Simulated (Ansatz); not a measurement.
Base system: CuI in the zinc blende structure (space group F-43m, No. 216; a = 5.862 Å). Axes: x, y, z lie along the cube axes.

Calculations: LDA in Ansatz (plane waves to 420 eV, PAW, no spin-orbit coupling).

Before the change:

| Item | Value |
|---|---|
| Valence-band top at Γ | 0.00, 0.00, 0.00 eV |
| Valley order | Γ 1.22 eV; L along ⟨111⟩ 2.12 eV; X along ⟨100⟩ 2.41 eV |

Now apply this change: compressive biaxial strain of 0.42 % in the plane normal to [111], as in epitaxy on a mismatched substrate; the out-of-plane cell vector and the atoms relax.

Problem. Estimate the effect on the valence-band top at Γ, out-of-plane strain and valley order.

Solution. The valence-band top at Γ (three highest levels, from the VBM) goes from 0.00, 0.00, 0.00 eV to 0.00, 0.00, -0.02 eV; the out-of-plane strain comes out as +0.34 %; the valley order (the lowest conduction-band minima on the path, energy above the VBM, named in the base's zone) becomes Γ 1.23 eV; L along [1-11] 2.10 eV; L along [111] 2.17 eV; X along [100] 2.39 eV (base: Γ 1.22 eV; L along ⟨111⟩ 2.12 eV; X along ⟨100⟩ 2.41 eV).

With I present, leaving out spin-orbit coupling can change the band edges. The levels and masses belong to the bands next to the band gap. No phonon test of stability was made. The final runs are not spin-polarised.

Ansatz is a first-principles code.
